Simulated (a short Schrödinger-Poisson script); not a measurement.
Stack: gated In0.52Al0.48As/In0.53Ga0.47As modulation-doped gas in a quantum well, at 20 K.

| layer | material | thickness (nm) | Nd (cm⁻³) | Na (cm⁻³) |
|---|---|---|---|---|
| 1 | In0.52Al0.48As | 10 | - | - |
| 2 | In0.52Al0.48As | 40 | 1.3e18 | - |
| 3 | In0.52Al0.48As | 10 | - | - |
| 4 | In0.53Ga0.47As | 6 | - | - |
| 5 | In0.52Al0.48As | 4000 | - | 2e15 |

Constants are typed, rounded textbook-type inputs, not results; the design itself was drawn at random and stands for no fabricated device. In0.52Al0.48As: permittivity 12.5, conduction-band edge (eV) 0.52, gap (eV) 1.45, electron mass (mₑ) 0.075, Nv at 300 K (cm⁻³) 1.1e19. In0.53Ga0.47As: permittivity 13.9, conduction-band edge (eV) 0, gap (eV) 0.74, Nv at 300 K (cm⁻³) 7.7e18.

Channel valleys (confinement mass, in-plane density-of-states mass, number): Γ 0.041, 0.041, 1. At the gate the conduction-band edge of layer 1 lies 0.65 eV − eVg above the Fermi level of the channel; the field vanishes at the back. Donor level 0.05 eV below the band edge. The barrier under the gate holds no holes. Gaps are held at their typed values at every temperature. Mesh 0.08 nm at interfaces.

From a short Schrödinger-Poisson script (our own, NumPy): 1D Poisson equation in equilibrium, electrons quantum, Hartree (BenDaniel-Duke, 40 states a valley, the channel's in-plane mass for all, wave functions free to enter the barrier), parabolic valleys, classical holes, donors ionised by Fermi statistics, acceptors fully, no traps, pinning or gate leakage.

The same stack at other levels of the model or other numerical settings:

| run | sheet density of all electrons at Vg = 0.4 V (cm⁻²) | sheet density of all electrons at Vg = -1.1 V (cm⁻²) | capacitance at Vg = 0.4 V (μF/cm²) | centroid of the channel electrons at Vg = 0.4 V (nm) | rough cost against the base |
|---|---|---|---|---|---|
| base | 1.09e12 | 8.13e11 | 0.628 | 2.86 | about 1 |
| electrons treated as classical, Boltzmann | 1.67e12 | 1.00e12 | 0.628 | … | 0.02 |
| electrons treated as classical, Fermi-Dirac | 1.17e12 | 8.54e11 | 0.628 | 2.72 | 0.1 |
| electrons treated as quantum, Hartree plus LDA exchange-correlation | … | … | 0.628 | 2.86 | 2 |
| mesh six times as coarse | 1.09e12 | 8.11e11 | 0.628 | 2.85 | 0.2 |
| one subband a valley | 1.09e12 | 8.13e11 | 0.628 | 2.86 | 0.2 |

**Question.** What belongs in the gaps?

**Answer.** 
- electrons treated as quantum, Hartree plus LDA exchange-correlation, sheet density of all electrons at Vg = -1.1 V (cm⁻²): 8.27e11
- electrons treated as classical, Boltzmann, centroid of the channel electrons at Vg = 0.4 V (nm): 0.34
- electrons treated as quantum, Hartree plus LDA exchange-correlation, sheet density of all electrons at Vg = 0.4 V (cm⁻²): 1.13e12

The classical rows ignore confinement, and Boltzmann statistics overrate the density once the band edge passes the Fermi level.
